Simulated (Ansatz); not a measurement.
We consider cubic perovskite KMgF₃, described by PBE (Ansatz, a first-principles code, plane waves, PAW).

Run with plane-wave cutoff 520 eV, 6×6×6 k mesh, perturbation theory, scalar-relativistic PAW data made under PBE.

Computed at the level's own relaxed cell.

Harmonic phonon frequencies (cm⁻¹; i marks an imaginary mode; at Γ without the LO shift):

```csv
q point,frequencies
Γ,0 0 0 139 139 139 180 180 180 280 280 280 420 420 420
X,114 114 123 123 162 190 199 199 212 260 260 413 417 417 437
M,89 112 125 125 195 195 201 201 216 290 308 391 391 414 447
R,86 86 86 134 134 134 273 273 273 308 308 368 368 368 474
```

No imaginary mode appears at these points.
